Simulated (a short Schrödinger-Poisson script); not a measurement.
**MOS inversion layer, Si3N4 on p-type Ge(100)**

Stack: MOS inversion layer, Si3N4 on p-type Ge(100), at 400 K.

| layer | material | thickness (nm) | Na (cm⁻³) |
|---|---|---|---|
| 1 | Si3N4 | 5.5 | - |
| 2 | Ge | 700 | 8.8e16 |

The device is made up for the run: typed textbook-type constants, with dimensions and the other settings drawn at random. Si3N4: permittivity 7.5, conduction-band edge (eV) 1.9, gap (eV) 5.1, electron mass (mₑ) 0.5. Ge: permittivity 16, conduction-band edge (eV) 0, gap (eV) 0.664, Nv at 300 K (cm⁻³) 6e18.

Channel valleys (confinement mass, in-plane density-of-states mass, number): L4 0.12, 0.295, 4. At the gate the conduction-band edge of layer 1 lies 2.19 eV − eVg above the Fermi level of the channel; the field vanishes at the back. Gaps are held at their typed values at every temperature. Mesh 0.03 nm at interfaces.

Solved with a short Schrödinger-Poisson script written for these runs: 1D Poisson equation in equilibrium, electrons quantum, Hartree (BenDaniel-Duke, 12 states a valley, the channel's in-plane mass for all, wave functions ending at the dielectric), parabolic valleys, classical holes, full ionisation, no traps, pinning or gate leakage.

```csv
Vg (V),electrons (cm⁻²),C (μF/cm²),L4 E0 (meV),L4 E1 (meV)
0,8.78e8,0.230,391.5,420.8
0.1,3.30e9,0.194,318.0,354.7
0.2,2.33e10,0.221,242.2,284.6
0.3,1.40e11,0.416,177.2,224.9
0.4,4.35e11,0.631,136.0,189.0
0.5,8.53e11,0.751,111.0,169.3
0.6,1.33e12,0.818,94.1,157.2
0.7,1.85e12,0.862,81.4,149.0
0.8,2.40e12,0.892,71.4,143.1
0.9,2.96e12,0.915,63.0,138.6
1,3.54e12,0.933,55.9,135.0
1.1,4.12e12,0.947,49.6,132.1
1.2,4.72e12,0.959,44.0,129.8
1.3,5.32e12,0.969,39.0,127.8
1.4,5.92e12,0.977,34.4,126.1
1.5,6.54e12,0.985,30.2,124.7
1.6,7.15e12,0.992,26.2,123.4
1.7,7.77e12,0.998,22.5,122.3
1.8,8.40e12,1.00,19.0,121.3
1.9,9.02e12,1.01,15.7,120.4
2,9.65e12,1.01,12.6,119.6
```

Subbands count from the Fermi level.

Only the L valleys are kept; under strong confinement the Δ valleys of Ge fill too.
